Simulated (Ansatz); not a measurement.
Response to strain in WO3

The reference is WO$_{3}$ (space group Cmcm, No. 63; a cell from a computed database, its experimental status unchecked).

```yaml
crystal:
  lattice:
    - [2.72697, -2.73717, 0.00000]
    - [2.72697, 2.73717, 0.00000]
    - [0.00000, 0.00000, 7.46034]
  atoms:
    - { symbol: W, position: [0.55864, 0.44136, 0.75000] }
    - { symbol: W, position: [0.44136, 0.55864, 0.25000] }
    - { symbol: O, position: [0.50000, 0.50000, 0.50000] }
    - { symbol: O, position: [0.50000, 0.50000, 0.00000] }
    - { symbol: O, position: [0.47915, 0.01772, 0.25000] }
    - { symbol: O, position: [0.52085, 0.98228, 0.75000] }
    - { symbol: O, position: [0.01772, 0.47915, 0.75000] }
    - { symbol: O, position: [0.98228, 0.52085, 0.25000] }
```

Cartesian axes are those of the cell as printed.

Strains are applied to the cell and any free atomic positions relax; under biaxial strain the out-of-plane vector relaxes too; under stress the whole cell relaxes.

The values are results of PBEsol (Ansatz, a quantum-chemistry and plane-wave program; PAW; 420 eV plane waves; no spin-orbit coupling), not measurements.

Notes on the quantities. pressure: mean of the normal stresses, compression positive.

```json
[
 {"variant": "base", "smallest direct gap": "1.43 eV", "width of the top valence band": "1.45 eV", "volume per atom": "13.92 Å³", "band gap": "1.35 eV", "pressure": "0.0 kbar"},
 {"variant": "biaxial strain +0.65 %, plane normal [001], relaxed out of plane", "smallest direct gap": "1.55 eV", "width of the top valence band": "1.43 eV", "volume per atom": "14.06 Å³", "band gap": "1.48 eV", "pressure": "-11.6 kbar"},
 {"variant": "biaxial strain +4.57 %, plane normal [001], relaxed out of plane", "smallest direct gap": "2.28 eV", "width of the top valence band": "1.24 eV", "volume per atom": "14.87 Å³", "band gap": "2.22 eV", "pressure": "-46.8 kbar"},
 {"variant": "uniaxial strain ε_zz = +0.74 %", "smallest direct gap": "1.37 eV", "width of the top valence band": "1.43 eV", "volume per atom": "14.02 Å³", "band gap": "1.26 eV", "pressure": "-15.3 kbar"},
 {"variant": "uniaxial stress, 0.5 GPa compression along z", "smallest direct gap": "1.45 eV", "width of the top valence band": "1.45 eV", "volume per atom": "13.91 Å³", "band gap": "1.37 eV", "pressure": "–"}
]
```

Spin-orbit coupling, missing from the scalar runs, can matter with W. Beyond what the load breaks, stability against distortions was not tested.
